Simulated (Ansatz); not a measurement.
Start from MgB$_{2}$ (space group P6/mmm, No. 191; a = 3.0640 Å, c = 3.4977 Å; relaxed with 0.1 eV smearing). Axes: x lies along a and z along c of the hexagonal cell.

Calculations: Ansatz (a first-principles code) PBEsol, scalar-relativistic without spin-orbit coupling.

For the base:

| Property | Value |
|---|---|
| Pressure | 0.0 GPa |

The change: the cell is stretched by 2.50 % along z with no lateral relaxation; the atoms relax in the strained cell.

Predict the new pressure.

The pressure (mean of the normal stresses, compression positive) goes from zero to -2.6 GPa.

What does the calculation give for the energy relative to the base after the change?

The energy rises by 4.8 meV/atom.

No phonon test of stability was made. All final runs are without spin polarisation.
